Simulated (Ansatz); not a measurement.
The reference is HfB₂ (space group P6/mmm, No. 191; a = 3.128 Å, c = 3.446 Å; relaxed with 0.1 eV smearing). Axes: x lies along a and z along c of the hexagonal cell.

Level of theory: PBEsol in Ansatz (plane waves to 420 eV, PAW, spin-orbit coupling left out).

For the base:

The pressure is 0.0 GPa.

Modification: the cell is stretched by 2.00 % along z with no lateral relaxation; the atoms relax in the strained cell.

Task: What happens to the energy relative to the base and pressure?

Result: The energy increases by 5.5 meV/atom; the pressure (mean of the normal stresses, compression positive) goes from zero to -4.6 GPa.

Stability against distortions was not tested. All final runs are without spin polarisation.

Ansatz is a first-principles code.
